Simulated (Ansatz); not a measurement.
```xyz
2
Lattice="3.0800 0.0000 0.0000 0.0000 3.0800 0.0000 0.0000 0.0000 3.0800" Properties=species:S:1:pos:R:3 pbc="T T T"
Nb     0.0000     0.0000     0.0000
P      1.5400     1.5400     1.5400
```

All values below come from PBEsol, DFPT electron-phonon coupling, linearised Boltzmann equation (plane waves, PAW, scalar-relativistic; Ansatz, a first-principles code). Geometry: relaxed with this functional, without spin-orbit coupling.

What phonon-limited resistivity does this give at 300 K?

20 μΩ·cm.

And the electrons' mean free path at that temperature?

6.1 nm, weighted by the current that each state carries. Wires not much wider than this gain resistivity from their walls.

A metal at this level (no band gap). Only scattering by harmonic phonons is included (no impurities, grain boundaries, electron-electron scattering or thermal expansion). Spin-orbit coupling is left out. Halving the electron mesh (28x28x28) moves the resistivity by up to 2 % at 300 K, the mean free path by up to 4 %. Smearing 0.20 eV; phonons on a 5x5x5 q mesh, which this run doesn't test.

Computed structure with no diffraction record at hand here (it may be known, metastable or hypothetical): NbP (Pm-3m).
